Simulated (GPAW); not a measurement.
Worked example: self-consistent single point of LaB6 (Pm-3m, 7 atoms in the cell) in GPAW.

Computed with PBE, GPAW PAW datasets PBE (gpaw-data 1.0.1) (plane waves; GPAW 25.7.0).

```
LaB6
1.0
    4.15706     0.00000     0.00000
    0.00000     4.15706     0.00000
    0.00000     0.00000     4.15706
La B
1 6
Direct
  0.00000   0.00000   0.00000
  0.19853   0.50000   0.50000
  0.50000   0.19853   0.50000
  0.80147   0.50000   0.50000
  0.50000   0.80147   0.50000
  0.50000   0.50000   0.19853
  0.50000   0.50000   0.80147
```

Reference input (self-consistent single point, DFT PBE, plane waves, GPAW PAW datasets PBE (gpaw-data 1.0.1)): mode = pw; ecut = 950 eV; xc = PBE; kpts = 8 8 8; mesh shift (steps) = 0.5 0.5 0.5; occupations.name = methfessel-paxton; occupations.width = 0.05 eV; occupations.order = 1; nbands = -13; symmetry.symmorphic = false; symmetry.tolerance = 0.0005; maxiter = 150. This run's input differs from it in these lines:

```diff
@@ -1,2 +1,3 @@
 from ase import Atoms
+from ase.dft.kpoints import monkhorst_pack
 from ase.units import GPa
@@ -19,4 +20,4 @@
             xc='PBE',
-            kpts=(8, 8, 8),
-            occupations={'name': 'methfessel-paxton', 'width': 0.05, 'order': 1},
+            kpts=monkhorst_pack((7, 7, 7)) + [0.5 / 7, 0.5 / 7, 0.5 / 7],
+            occupations={'name': 'methfessel-paxton', 'width': 0.1, 'order': 1},
             nbands=-13,
```

Output, abridged:

```
     iter     time        total  log10-change:
                         energy   eigst   dens
iter:   1 --:--:--   -53.051059
iter:   2 --:--:--   -52.132575   -0.70  -0.82
iter:   3 --:--:--   -50.151097   -0.04  -0.85
iter:   4 --:--:--   -48.907646   -1.03  -1.20
iter:   5 --:--:--   -48.937938   -1.67  -1.47
iter:   6 --:--:--   -49.061903   -1.42  -1.46
iter:   7 --:--:--   -48.879232   -1.70  -1.47
iter:   8 --:--:--   -48.886180   -2.90  -2.08
iter:   9 --:--:--   -48.891848c  -2.83  -2.30
iter:  10 --:--:--   -48.879388c  -2.86  -2.05
iter:  11 --:--:--   -48.879483c  -3.64  -3.09
iter:  12 --:--:--   -48.879494c  -4.43  -3.22
iter:  13 --:--:--   -48.879496c  -5.04  -3.24
   [... 5 lines left out ...]
iter:  19 --:--:--   -48.878981c  -6.51  -3.97
iter:  20 --:--:--   -48.878979c  -6.66  -3.94
iter:  21 --:--:--   -48.878981c  -7.04  -3.96
iter:  22 --:--:--   -48.878979c  -7.14  -3.99
iter:  23 --:--:--   -48.878980c  -7.72c -4.05c
Converged after 23 iterations.

Dipole moment: (0.000000, 0.000000, 0.000000) |e|*Ang

Energy contributions relative to reference atoms: (reference = -235130.060125)

Kinetic:        +48.926329
Potential:      -39.526930
External:        +0.000000
XC:             -57.675558
Entropy (-ST):   +0.001447
Local:           -0.603787
SIC:             +0.000000
--------------------------
Free energy:    -48.878497
Extrapolated:   -48.878980

Showing only first 2 kpts
 Kpt  Band  Eigenvalues  Occupancy
  0    12      8.69829    2.00000
  0    13      9.18411    2.00000
  0    14     11.26390   -0.06886
  0    15     11.26390   -0.06886

  1    12      8.02597    2.00000
  1    13      9.16303    2.00000
  1    14     10.18762    2.00000
  1    15     11.96865   -0.00000

Fermi level: 11.13276

No gap
   [... lines left out ...]
  1 B     0.30524    0.00000    0.00000
  2 B    -0.00000    0.30524    0.00000
  3 B    -0.30524   -0.00000    0.00000
  4 B     0.00000   -0.30524    0.00000
  5 B     0.00000    0.00000    0.30524
  6 B    -0.00000    0.00000   -0.30524

Stress tensor:
     0.003004     0.000000     0.000000
     0.000000     0.003004     0.000000
     0.000000     0.000000     0.003004
Stress (GPa, Voigt): [0.4814 0.4814 0.4814 0.     0.     0.    ]
```

The run converged in 23 iterations. GPAW prints stress with tension positive. Against the reference run the free energy stays essentially unchanged (within 1 meV/atom) and the largest force goes from 0.350 to 0.305 eV/Å.

At such cutoffs GPAW's stress carries a finite-basis (Pulay) error, which enters relaxed cells too; its log prints stress with tension positive.

The starting cell comes from a database of published, mostly measured structures (it also holds non-ambient and calculated ones), without a prior relaxation at this level.

Cost on one core of a shared machine: roughly 90 s.
